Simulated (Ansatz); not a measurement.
**Carrier doping in BaTiO3**

The parent structure is BaTiO$_{3}$ in the cubic perovskite structure (space group Pm-3m, No. 221; a = 4.019 Å).

Carriers are added at fixed cell with a uniform background; the Fermi–Dirac width is that of 300 K.

Computed with PBE (Ansatz, a program for electronic structure), scalar-relativistic without spin-orbit coupling, earlier PAW set.

Notes on the quantities. Fermi level from band edge: Fermi level relative to the doped band's edge (positive inside the band; to 0.05 eV).

| electron density (10^21 cm⁻³) | Fermi level from band edge (eV) |
|---|---|
| 2 | 0.20 |
| 7 | ? |
| 10 | 0.60 |
| 20 | 1.05 |

### Question
Fit E_F = C n^s, fitted as a line in log–log form (a parabolic band gives s = 2/3) to the rows shown and predict the withheld row.

### Answer
Least squares on the printed values gives C = 0.12 eV, s = 0.71 (largest residual 0.03 eV); this predicts 0.48 eV, and the run gives 0.50 eV, in agreement.

Charged cell with a jellium background: band edges are those of the host's band count, energies are not comparable with the neutral cell, and many-body gap narrowing is missing. No phonon test of stability was made. The final runs are not spin-polarised. Many cubic perovskites are stable only at high temperature; tilts and polar distortions were not tested. This is not the structure that BaTiO3 has at room temperature and ambient pressure.
